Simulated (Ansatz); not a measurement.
For TaN (model structure, from the NbAs type, I4₁md, No. 109), PBEsol in Ansatz (PAW) gives:

```
Item                               Value
------------------------------  --------
equilibrium lattice constant a   2.888 Å
c axis length                   10.195 Å
band gap                         0.55 eV
```

What does r²SCAN+rVV10 in Ansatz (PAW) give for the same quantities?


- lattice constant a: 2.896 Å (increases by 0.3 %)
- lattice parameter c: 10.216 Å (goes up by 0.2 %)
- band gap: 0.75 eV (increases by 0.20 eV)

Changes are worked out from the printed values.

Unless a cell is named, each level is at its own relaxed cell (PBEsol 10.63, r²SCAN+rVV10 10.71 Å³/atom).

Levels without +SOC leave out spin–orbit coupling, which shifts energies and cells of such heavy elements.

Spin–orbit coupling is included only where a level's name says +SOC; with heavier elements it mostly lowers gaps and can invert bands. Density-functional gaps are differences of (generalised) Kohn–Sham levels.

Ansatz's density-functional and Hartree–Fock values are scalar-relativistic unless marked +SOC, with PAW data made under PBE.

A model structure was made by putting elements into a prototype or built by hand; it is no filed structure, need not be a known phase, and can be a saddle point held by its symmetry.

Ansatz is a program for electronic structure.
